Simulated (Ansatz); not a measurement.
**What pressure −2 GPa does to FeSi**

The parent structure is FeSi (space group P2_13, No. 198; a = 4.4480 Å; non-magnetic).

The change: hydrostatic tension (pressure −2 GPa).

Calculations: PBE/PAW in Ansatz (an electronic-structure program), no SOC. Γ-centred 11×11×11 mesh, Fermi–Dirac width 0.05 eV.

The density falls by 0.059 g/cm³ (6.33 g/cm³ → 6.28 g/cm³) and the enthalpy H = E + PV relative to the base's energy is -0.14 eV/atom. The band gap stays 0.16 eV (uncertain: the edges found look like a band crossing or inverted bands; both cells).

Load acts through the strain it causes; cell and atoms are relaxed under it. Whether these cells are dynamically stable was not tested. Starting moments died away, wholly or in part, for the base; another magnetic solution may exist. The final runs are not spin-polarised. The zero or small gap of FeSi can change with the level of theory.
